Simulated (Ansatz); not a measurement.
The parent structure is Re in the hcp (Mg type) structure (space group P6_3/mmc, No. 194; a = 2.751 Å, c = 4.441 Å). Axes: x lies along a and z along c of the hexagonal cell.

Structures relaxed with PBEsol, PAW, 420 eV (Ansatz, a quantum-chemistry and plane-wave program; no spin-orbit coupling).

Base:

Simulated powder pattern, Cu Kα, λ = 1.54184 Å (kinematic, ideal powder, no thermal factors, no anomalous dispersion; the 8 strongest lines at most, above 2 %, up to 2θ = 90°):

| 2θ (°) | I/Imax (%) | hkl |
|---|---|---|
| 37.76 | 24 | (100) |
| 40.63 | 26 | (002) |
| 43.09 | 100 | (101) |
| 56.66 | 15 | (102) |
| 68.18 | 18 | (110) |
| 75.63 | 20 | (103) |
| 82.49 | 22 | (112) |
| 84.15 | 16 | (201) |

It is then changed as follows: biaxial strain +0.65 %, plane normal [001], relaxed out of plane (Cartesian); in-plane vectors clamped, the third vector and the atoms free.

**Question.** Where do the lines fall after the change?

**Answer.** 
Simulated powder pattern, Cu Kα, λ = 1.54184 Å (kinematic, ideal powder, no thermal factors, no anomalous dispersion; the 8 strongest lines at most, above 2 %, up to 2θ = 90°):

```
2θ (°)  d (Å)  I/Imax (%)    hkl
------  -----  ----------  -----
37.51   2.398          24  (100)
40.82   2.211          25  (002)
42.91   2.108         100  (101)
56.63   1.625          15  (102)
67.68   1.384          18  (110)
75.76   1.256          20  (103)
82.15   1.173          22  (112)
83.56   1.157          16  (201)
```

The indices refer to the base's conventional cell; one index is shown for lines that coincide.

Whether these cells are dynamically stable was not tested. The final runs are not spin-polarised.
